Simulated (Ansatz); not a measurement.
Ag: pressure series

Take Ag in the fcc (Cu type) structure (space group Fm-3m, No. 225) as the base.

```
Ag
1.0
    0.00000     2.05259     2.05259
    2.05259     0.00000     2.05259
    2.05259     2.05259     0.00000
Ag
1
Cartesian
  0.00000   0.00000   0.00000
```

Cell and atoms are relaxed at each pressure.

Calculations: plane-wave PAW DFT at the r2SCAN level (Ansatz, a first-principles code, 500 eV), no spin-orbit coupling.

Notes on the quantities. enthalpy: H = E + PV relative to the base's energy.

```json
[
 {"variant": "base", "lattice parameter a": "4.105 Å", "enthalpy": "–"},
 {"variant": "pressure −2 GPa", "lattice parameter a": "…", "enthalpy": "-0.22 eV/atom"},
 {"variant": "pressure −1 GPa", "lattice parameter a": "4.119 Å", "enthalpy": "-0.11 eV/atom"},
 {"variant": "pressure 0.9 GPa", "lattice parameter a": "…", "enthalpy": "+0.10 eV/atom"},
 {"variant": "pressure 2.1 GPa", "lattice parameter a": "…", "enthalpy": "+0.22 eV/atom"},
 {"variant": "pressure 4.5 GPa", "lattice parameter a": "4.052 Å", "enthalpy": "+0.48 eV/atom"},
 {"variant": "pressure 9 GPa", "lattice parameter a": "4.008 Å", "enthalpy": "+0.94 eV/atom"},
 {"variant": "pressure 15 GPa", "lattice parameter a": "…", "enthalpy": "+1.53 eV/atom"},
 {"variant": "pressure 22.5 GPa", "lattice parameter a": "3.911 Å", "enthalpy": "+2.24 eV/atom"},
 {"variant": "pressure 30 GPa", "lattice parameter a": "3.870 Å", "enthalpy": "+2.93 eV/atom"}
]
```

Question: Fill in the withheld entries from the trend.

Answer: 
- pressure −2 GPa, lattice parameter a: 4.134 Å
- pressure 0.9 GPa, lattice parameter a: 4.094 Å
- pressure 2.1 GPa, lattice parameter a: 4.079 Å
- pressure 15 GPa, lattice parameter a: 3.960 Å

Load acts through the strain it causes; cell and atoms are relaxed under it. Whether these cells are dynamically stable was not tested. Competing high-pressure phases were not computed.
